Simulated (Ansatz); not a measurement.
BeTe (F-43m), Ansatz (a program for electronic structure) with r2SCAN with spin-orbit coupling, rigid bands: N_v = 1.33e19 cm⁻³ at 300 K and a hole conductivity mass of 0.399 mₑ.

### Question
For 1e17 holes per cm³ at 300 K, place the Fermi level, estimate the Seebeck coefficient of a parabolic band with constant τ, and give mobility and conductivity for τ = 5 fs.

### Answer
The level lies k_BT ln(N_v/p) = 0.126 eV above the valence-band maximum. S ≈ +(k_B/e)[ln(N_v/p) + 5/2] = 637 μV/K, against 637 μV/K from the full bands (mean over directions). μ = eτ/m = 22.0 cm²/(V·s) and σ = peμ = 0.353 S/cm. τ is assumed, not computed.

Band transport and this doping are assumed; polarons and phonon drag are left out.
